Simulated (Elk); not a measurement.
Elk run on Re (P6_3/mmc, 2 atoms in the cell): self-consistent single point

Method: Elk with PBE, all-electron FP-LAPW, Elk's shipped species files, APW+lo basis with extra local orbitals.

The input file:

```
tasks
  0

xctype
  20

rgkmax
  8.0

gmaxvr
  16.0

nxlo
  2

lorbcnd
  .true.

rmtscf
  0.88

lmaxi
  2

stype
  0

swidth
  0.00367493

avec
    2.6289454224   -4.5534670419    0.0000000000
    2.6289454224    4.5534670419    0.0000000000
    0.0000000000    0.0000000000    8.4964467618

sppath
  './'

atoms
  1   : nspecies
  'Re.in'   : spfname
  2   : natoms; atposl, bfcmt below
  0.3333333333  0.6666666667  0.2500000000    0.0 0.0 0.0
  0.6666666667  0.3333333333  0.7500000000    0.0 0.0 0.0

ngridk
  14 14 7
```

Output, abridged:

```
│ Elk code version 10.2.4 │

All units are atomic (Hartree, Bohr, etc.)

│ Ground-state run starting from atomic densities │

Lattice vectors :
   2.628945422      -4.553467042       0.000000000
   2.628945422       4.553467042       0.000000000
   0.000000000       0.000000000       8.496446762

Unit cell volume      :    203.4188074
Brillouin zone volume :    1.219406488

Muffin-tin inner radius fraction :   0.1000000000E-01

Nuclei treated as point charges

Species :    1 (Re)
 parameters loaded from : Re.in
 name : rhenium
 nuclear charge    :   -75.00000000
 electronic charge :    75.00000000
 atomic mass :    339434.5961
 muffin-tin radius :    2.464000000
 number of radial points in muffin-tin :    697
 atomic positions (lattice), magnetic fields (Cartesian) :
   1 :   0.33333333  0.16666667  0.25000000    0.00000000  0.00000000  0.00000000
   2 :  -0.33333333 -0.16666667 -0.25000000    0.00000000  0.00000000  0.00000000

Total number of atoms per unit cell :    2

Spin treatment :
 spin-unpolarised

Number of Bravais lattice symmetries :   24
Number of crystal symmetries         :   24
Crystal has inversion symmetry
Real symmetric eigensolver will be used

k-point grid :     14    14     7
k-point offset :    0.000000000       0.000000000       0.000000000
k-point set is reduced with full crystal symmetry group
Total number of k-points :       96

Muffin-tin radius times maximum |G+k| :    8.000000000
 using average radius
Maximum |G+k| for APW functions       :    3.246753247
Maximum (1/2)|G+k|²                   :    5.270703323
Maximum |G| for potential and density :    16.00000000
 potential will be trimmed for |G| > 2 gkmax
Constant for pseudocharge density :   10
Radial integration step length :    4

G-vector grid sizes :     27    27    45
Number of G-vectors :    14149

Maximum angular momentum used for
 APW functions                      :    8
 outer part of muffin-tin           :    6
 inner part of muffin-tin           :    2

Total nuclear charge    :   -150.0000000
Total core charge       :    92.00000000
Total valence charge    :    58.00000000
Total excess charge     :    0.000000000
Total electronic charge :    150.0000000

Effective Wigner radius, rₛ :   0.6866526152

Number of empty states         :    8
Total number of valence states :   37
Total number of core states    :   92

Conduction state local-orbitals added automatically
Total number of local-orbitals :  202

Exchange-correlation functional :     20     0     0
 Perdew-Burke-Ernzerhof, Phys. Rev. Lett. 77, 3865 (1996)
 gradient requirement :    1
 generalised gradient approximation (GGA)

Smearing type :    0
 Gaussian
Smearing width :   0.3674930000E-02
Effective electronic temperature (K) :    1160.451112

Mixing type :    3
 Broyden mixing, J. Phys. A: Math. Gen. 17, L317 (1984)

Kohn-Sham potential initialised from atomic data

│ Self-consistent loop started │
│ Loop number : 1 │
 total energy                :     -33439.9443041
│ Loop number : 2 │
 total energy                :     -33440.3474032
RMS change in Kohn-Sham potential (target) :   0.1591470955     (  0.1000000000E-05)
Absolute change in total energy (target)   :   0.4030990810     (  0.1000000000E-03)
│ Loop number : 3 │
 total energy                :     -33440.6268103
RMS change in Kohn-Sham potential (target) :   0.1537529280     (  0.1000000000E-05)
Absolute change in total energy (target)   :   0.3801819493     (  0.1000000000E-03)
│ Loop number : 4 │
 total energy                :     -33440.0223695
RMS change in Kohn-Sham potential (target) :   0.1295290125     (  0.1000000000E-05)
Absolute change in total energy (target)   :   0.5093953456     (  0.1000000000E-03)
│ Loop number : 5 │
 total energy                :     -33437.9633989
RMS change in Kohn-Sham potential (target) :   0.5871909384E-01 (  0.1000000000E-05)
Absolute change in total energy (target)   :    2.186319466     (  0.1000000000E-03)
│ Loop number : 6 │
 total energy                :     -33436.8891259
RMS change in Kohn-Sham potential (target) :   0.1768989285E-01 (  0.1000000000E-05)
Absolute change in total energy (target)   :    1.620852829     (  0.1000000000E-03)
│ Loop number : 7 │
 total energy                :     -33436.3952530
RMS change in Kohn-Sham potential (target) :   0.3449870322E-03 (  0.1000000000E-05)
Absolute change in total energy (target)   :   0.8990860900     (  0.1000000000E-03)
│ Loop number : 8 │
 total energy                :     -33436.3102083
RMS change in Kohn-Sham potential (target) :   0.6973619909E-04 (  0.1000000000E-05)
Absolute change in total energy (target)   :   0.3098162031     (  0.1000000000E-03)
│ Loop number : 9 │
 total energy                :     -33436.2987133
RMS change in Kohn-Sham potential (target) :   0.4308785158E-04 (  0.1000000000E-05)
Absolute change in total energy (target)   :   0.8894913024E-01 (  0.1000000000E-03)
│ Loop number : 10 │
 total energy                :     -33436.2950896
RMS change in Kohn-Sham potential (target) :   0.2694783702E-04 (  0.1000000000E-05)
Absolute change in total energy (target)   :   0.2586090723E-01 (  0.1000000000E-03)
│ Loop number : 11 │
 total energy                :     -33436.2909553
RMS change in Kohn-Sham potential (target) :   0.5035375055E-05 (  0.1000000000E-05)
Absolute change in total energy (target)   :   0.1059953831E-01 (  0.1000000000E-03)
│ Loop number : 12 │
 total energy                :     -33436.2904313
RMS change in Kohn-Sham potential (target) :   0.5897436781E-05 (  0.1000000000E-05)
Absolute change in total energy (target)   :   0.3173878584E-02 (  0.1000000000E-03)
│ Loop number : 13 │
 total energy                :     -33436.2906442
RMS change in Kohn-Sham potential (target) :   0.1923196072E-05 (  0.1000000000E-05)
Absolute change in total energy (target)   :   0.5806509434E-03 (  0.1000000000E-03)
│ Loop number : 14 │
 total energy                :     -33436.2907981
RMS change in Kohn-Sham potential (target) :   0.5026222720E-07 (  0.1000000000E-05)
Absolute change in total energy (target)   :   0.8807699487E-05 (  0.1000000000E-03)
Convergence targets achieved

│ Loop number : 15 │

Energies :
 Fermi                       :     0.551755507082
 sum of eigenvalues          :     -20464.2172304
 electron kinetic            :      37812.0251012
 core electron kinetic       :      36424.4385840
 Coulomb                     :     -70581.6324828
 Coulomb potential           :     -57404.1757347
 nuclear-nuclear             :     -2720.03764993
 electron-nuclear            :     -78319.0139311
 Hartree                     :      10457.4190982
 Madelung                    :     -41879.5446155
 xc potential                :     -872.066596922
 exchange                    :     -657.557713202
 correlation                 :     -9.12570834895
 total energy                :     -33436.2908031

Density of states at Fermi energy :    38.92319917
 (states/Hartree/unit cell)

Estimated indirect band gap :   0.9672710348E-03
 from k-point     34 to k-point     79
Estimated direct band gap   :   0.2464928480E-02
 at k-point      3

Charges :
 core                        :    92.00000000
 valence                     :    58.00000000
 interstitial                :    3.816909694
 muffin-tins (core leakage)
  species :    1 (Re)
   atom    1                 :    73.09154515     (  0.6993264137E-06)
   atom    2                 :    73.09154515     (  0.6993264137E-06)
 total in muffin-tins        :    146.1830903
 total calculated charge     :    149.9940324
 total charge                :    150.0000000
 error                       :   0.5967585313E-02

│ Self-consistent loop stopped │
```

The run converged in 15 iterations. The count includes the last loop, which Elk runs after its targets are met.

The starting cell has typed, rounded lattice constants, without a prior relaxation at this level. Its lattice was rescaled by a random factor within 2.5 % of one. Spin-orbit coupling is off. Spin polarisation is off. Values depend on the basis (sphere radii, cutoffs, local orbitals), which need not be converged. The log's line on a gap gives a spacing of levels on this mesh, which the program prints for metals too.

Cost on one core of a shared machine: roughly 70 s.
